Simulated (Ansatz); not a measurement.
Take HgS in the zinc blende structure (space group F-43m, No. 216; a = 5.876 Å) as the base.

All numbers come from PBEsol (Ansatz, an electronic-structure program; PAW; 420 eV plane waves; without spin-orbit coupling).

Before the change:

The pressure comes out as 0.0 GPa and the band gap is zero.

One thing is altered: an isotropic linear strain of −2.04 %, atoms relaxed at fixed cell.

### Question
What happens to the energy relative to the base?

### Answer
The energy rises by 19 meV/atom.

### Question
How does this affect the pressure?

### Answer
The pressure goes from zero to 4.3 GPa.

### Question
Predict the new band gap.

### Answer
The band gap remains zero.

A case with no gap was solved on a k-mesh chosen for an insulator, which is coarse for it. With Hg present, leaving out spin-orbit coupling can change the band edges. Stability against distortions was not tested. All final runs are without spin polarisation. The zero or small gap of HgS can change with the level of theory.
